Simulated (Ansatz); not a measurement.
## Hypothetical cubic perovskite TlZnBr3, response to strain

The reference is TlZnBr3 in the cubic perovskite structure (space group Pm-3m, No. 221; a = 5.135 Å; a hypothetical phase, not in the database extracts checked). Axes: x, y, z lie along the cube axes.

Strains are applied to the cell and any free atomic positions relax; under biaxial strain the out-of-plane vector relaxes too; under stress the whole cell relaxes.

All numbers come from PBEsol, PAW, 420 eV (Ansatz, an electronic-structure program; no SOC).

Notes on the quantities. energy relative to the base: free energy F.

```csv
case,band gap,gap character,energy relative to the base,volume per atom,smallest direct gap
base,0.29 eV,"indirect, M → Γ",0 meV/atom,27.08 Å³,1.05 eV
"biaxial strain +3.84 %, plane normal [001], relaxed out of plane",0.16 eV,"indirect, R → Γ",+14 meV/atom,28.40 Å³,0.83 eV
"biaxial strain +3.21 %, plane normal [110], relaxed out of plane",zero,–,+11 meV/atom,28.17 Å³,–
isotropic strain −3.68 %,0.58 eV,"indirect, M → Γ",+44 meV/atom,24.20 Å³,1.49 eV
tensor shear ε_yz = −1.08 %,0.27 eV,"indirect, Y → Γ",+0.7 meV/atom,27.08 Å³,0.99 eV
"uniaxial stress, 3 GPa compression along z",0.30 eV,"indirect, R → Γ",+12 meV/atom,26.57 Å³,1.05 eV
tensor shear ε_yz = +1.72 %,0.24 eV,"indirect, Y → Γ",+1.8 meV/atom,27.07 Å³,0.93 eV
```

Spin-orbit coupling, missing from the scalar runs, can matter with Tl. Stability under load was not tested beyond the relaxation. The final runs are not spin-polarised. Many cubic perovskites are stable only at high temperature; tilts and polar distortions were not tested. Gaps under 0.05 eV, about the width of the smearing, are given as zero. A zero or small gap of TlZnBr3 can be the functional's error rather than a property of the material. k-point labels follow each cell's own Brillouin zone.
